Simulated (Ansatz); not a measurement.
For SiTe₂ (model structure, started from the rutile type, P4₂/mnm, No. 136, 6 atoms in the cell), PBE in Ansatz (plane waves, PAW) gives:

```
Property                               Value
------------------------------  ------------
equilibrium lattice constant a       6.505 Å
c axis length                        4.043 Å
bulk modulus                        47.3 GPa
cohesive energy                 2.88 eV/atom
```

What does r²SCAN in Ansatz (plane waves, PAW) give for the same quantities?


- lattice constant a: 6.487 Å (falls by 0.3 %)
- lattice parameter c: 4.019 Å (decreases by 0.6 %)
- bulk modulus: 50.6 GPa (rises by 7.0 %)
- cohesive energy: 2.80 eV/atom (decreases by 0.08 eV/atom)

Changes are worked out from the printed values.

Unless a cell is named, each level is at its own relaxed cell (PBE 28.52, r²SCAN 28.18 Å³/atom).

Levels without +SOC leave out spin–orbit coupling, which shifts energies and cells of such heavy elements.

Caveats: the bulk modulus is −V dP/dV from two relaxed cells at ±2 % in volume (PBE, r²SCAN). Ansatz's density-functional and Hartree–Fock values are scalar-relativistic unless marked +SOC, with PAW data made under PBE.

A model structure was made by putting elements into a prototype or built by hand; it is no filed structure, need not be a known phase, and can be a saddle point held by its symmetry.

Ansatz is a quantum-chemistry and plane-wave program.
